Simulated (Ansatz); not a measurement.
The starting structures come from a database of crystals and need not be the phases stable at ambient conditions.

 Where the default PAW files enter, the runs use the earlier of Ansatz's two default sets.

The decay constant κ of evanescent states in the gap governs leakage through a thin film.

Consider the following.

```
Rb2F6Ge
1.0
    5.81856     0.00000     0.00000
   -2.90928     5.03902     0.00000
    0.00000     0.00000     4.74975
Rb Ge F
2 1 6
Direct
  0.33333   0.66667   0.69847
  0.66667   0.33333   0.30153
  0.00000   0.00000   0.00000
  0.85100   0.70200   0.78570
  0.14900   0.29800   0.21430
  0.29800   0.14900   0.78570
  0.70200   0.85100   0.21430
  0.85100   0.14900   0.78570
  0.14900   0.85100   0.21430
```

Space group of this cell: P-3m1. The cell is taken as given.

Transport runs along the normal of the first two printed cell vectors, the (001) plane of the conventional cell.

The gap is the functional's own, uncorrected, and κ follows it; spin-orbit coupling is left out. Mid-gap values are interpolated between the computed energies.

Question: State the band gap and the smallest decay constant κ at mid-gap according to r2SCAN run with Ansatz (an electronic-structure program).

Answer: Gap 7.20 eV on a 6×6×6 mesh; κ = 0.540 1/Å, at the zone centre.
